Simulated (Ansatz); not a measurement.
The reference is CaSe in the rock salt structure (space group Fm-3m, No. 225).

```xyz
2
Lattice="0.0000 2.9790 2.9790 2.9790 0.0000 2.9790 2.9790 2.9790 0.0000" Properties=species:S:1:pos:R:3 pbc="T T T"
Ca     0.0000     0.0000     0.0000
Se     2.9790     2.9790     2.9790
```

All numbers come from PBE (Ansatz, a first-principles code, PAW, spin-orbit coupling left out).

Strains are applied to the cell and any free atomic positions relax.

One change was made to it. Results:

The electron mass becomes 1.4 mₑ along k, 0.30 mₑ across (at X) (base: 1.4 mₑ along k, 0.29 mₑ across (at X)); the energy rises by 0.9 meV/atom; the smallest direct gap goes up by 0.018 eV, from 3.00 eV to 3.01 eV; the width of the top valence band drops by 0.03 eV (1.62 eV → 1.59 eV).

Question: Name the change that was made.
A. isotropic strain −3.00 %
B. isotropic strain +1.50 %
C. isotropic strain +0.50 %

Answer: C, isotropic strain +0.50 %. For comparison, the electron mass in the other runs: isotropic strain +1.50 % gives 1.5 mₑ along k, 0.31 mₑ across (at X); isotropic strain −3.00 % gives 1.4 mₑ along k, 0.26 mₑ across (at X).

Masses are band curvatures over ±0.01 Å⁻¹ around the edge. Along k means along the line from Γ to the band edge. No phonon test of stability was made.
